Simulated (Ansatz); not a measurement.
The reference is YN in the rock salt structure (space group Fm-3m, No. 225).

```xyz
2
Lattice="0.0000 2.4478 2.4478 2.4478 0.0000 2.4478 2.4478 2.4478 0.0000" Properties=species:S:1:pos:R:3 pbc="T T T"
N      0.0000     0.0000     0.0000
Y      2.4478     2.4478     2.4478
```

Method: r2SCAN (Ansatz, an electronic-structure program; PAW; 500 eV plane waves; scalar-relativistic without spin-orbit coupling).

Before the change:

```
Property                       Value
-------------------  ---------------
Smallest direct gap          0.98 eV
Gap character        indirect, Γ → X
Pressure                    0.00 GPa
```

Modification: every lattice vector is shortened by 3.72 %; the atoms relax in the strained cell.

Task: Predict the new smallest direct gap.

Result: The smallest direct gap drops by 0.34 eV (0.98 eV → 0.64 eV).

Task: Estimate the effect on the gap character.

Result: The gap character remains indirect, Γ → X.

Task: How does this affect the energy relative to the base?

Result: The energy grows by 109 meV/atom.

Task: Predict the new pressure.

Result: The pressure goes from zero to 24.43 GPa.

Stability against distortions was not tested.
